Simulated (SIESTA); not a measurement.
Worked example: self-consistent single point of YAl2Ge2 (P1, 5 atoms in the cell) in SIESTA.

Method of the run: GGA PBEsol, numerical atomic orbitals TZP, PseudoDojo PBEsol standard norm-conserving potentials (rewritten from UPF to PSML) (SIESTA).

The change in words: lattice scaled by 0.98. Reference geometry:
```
CELL_PARAMETERS angstrom
      4.29086     0.00000     0.00000
     -2.14543     3.71599     0.00000
      0.00000     0.00000     6.62146
ATOMIC_POSITIONS crystal
  Y  0.00183 0.00523 0.00413
  Al 0.66517 0.33310 0.34699
  Al 0.33122 0.66646 0.64768
  Ge 0.66820 0.33701 0.74238
  Ge 0.33358 0.65820 0.25881
```

Reference input (self-consistent single point, DFT, GGA PBEsol, numerical atomic orbitals TZP, PseudoDojo PBEsol standard norm-conserving potentials (rewritten from UPF to PSML)): XC.functional = GGA; XC.authors = PBEsol; potentials = PseudoDojo PBEsol standard; PAO.BasisSize = TZP; PAO.EnergyShift = 0.01 Ry; MeshCutoff = 400 Ry; kgrid.MonkhorstPack = 5 5 3; OccupationFunction = FD; ElectronicTemperature = 100 meV; MaxSCFIterations = 150; SCF.Mixer.Method = Pulay; SCF.Mixer.Weight = 0.2. This run's input differs from it in these lines:

```diff
@@ -13,5 +13,5 @@
 %block LatticeVectors
-     4.290860000    0.000000000    0.000000000
-    -2.145430000    3.715994000    0.000000000
-     0.000000000    0.000000000    6.621460000
+     4.205043000    0.000000000    0.000000000
+    -2.102521000    3.641674000    0.000000000
+     0.000000000    0.000000000    6.489031000
 %endblock LatticeVectors
```

Output, abridged:

```
        iscf     Eharris(eV)        E_KS(eV)     FreeEng(eV)     dDmax    Ef(eV) dHmax(eV)
   scf:    1    -6079.521518    -6089.976630    -6090.014727  1.461685 -3.889233  3.594378
   scf:    2    -6090.356802    -6090.193897    -6090.232524  0.040542 -3.969941  1.848428
   scf:    3    -6090.357343    -6090.282409    -6090.320840  0.034702 -4.029772  0.864208
   scf:    4    -6090.339856    -6090.316539    -6090.354629  0.035814 -4.085727  0.398096
   scf:    5    -6090.322054    -6090.319708    -6090.357873  0.021826 -4.088667  0.018875
   scf:    6    -6090.319439    -6090.319638    -6090.357901  0.002370 -4.090224  0.039830
   scf:    7    -6090.319842    -6090.319766    -6090.357971  0.001034 -4.088227  0.002760
   scf:    8    -6090.319734    -6090.319752    -6090.357968  0.000176 -4.088506  0.011475
   scf:    9    -6090.319790    -6090.319773    -6090.357973  0.000246 -4.087849  0.000072
   scf:   10    -6090.319773    -6090.319773    -6090.357973  0.000005 -4.087848  0.000054
SCF Convergence by DM+H criterion
max |DM_out - DM_in|         :     0.0000046874
max |H_out - H_in|      (eV) :     0.0000539156
SCF cycle converged after 10 iterations

Using DM_out to compute the final energy and forces

siesta: E_KS(eV) =            -6090.3198

siesta: E_KS - E_eggbox =     -6090.3198

siesta: Atomic forces (eV/Ang):
     1    0.050846   -0.163856   -0.289727
     2    0.182320   -0.192114    0.296951
     3    0.046196    0.106171    0.037325
     4   -0.031857   -0.117759    0.140930
     5   -0.247002    0.367513   -0.185037
   Tot    0.000503   -0.000045    0.000443
   Max    0.367513
   Res    0.191757    sqrt( Sum f_i^2 / 3N )
   Max    0.367513    constrained

Stress tensor Voigt[x,y,z,yz,xz,xy] (kbar):      -37.30      -30.73      -18.49       -0.10       -0.22        1.61
   [... lines left out ...]
siesta: FreeEng =     -6090.357973
   [... lines left out ...]
siesta:    -0.023283    0.001005   -0.000135
siesta:     0.001005   -0.019182   -0.000065
siesta:    -0.000135   -0.000065   -0.011540

siesta: Cell volume =         99.369100 Ang**3

siesta: Pressure (static):
siesta:                Solid            Molecule  Units
siesta:           0.00019606          0.00011377  Ry/Bohr**3
siesta:           0.01800156          0.01044595  eV/Ang**3
siesta:          28.84167934         16.73625422  kBar
```

The run converged in 10 iterations. Against the reference run the free energy rises by 2.0 meV/atom, the pressure goes from -2.15 to 2.88 GPa and the largest force goes from 0.396 to 0.480 eV/Å.

The starting cell comes from a database of computed structures (which also holds hypothetical and non-ambient phases and stackings), without a prior relaxation at this level. Its atoms were displaced at random from the sites of space group no. 164. For this run, on top of that: lattice scaled by 0.98. Values carry the incompleteness of an atom-centred basis.

Cost on one core of a shared machine: roughly 3 min.
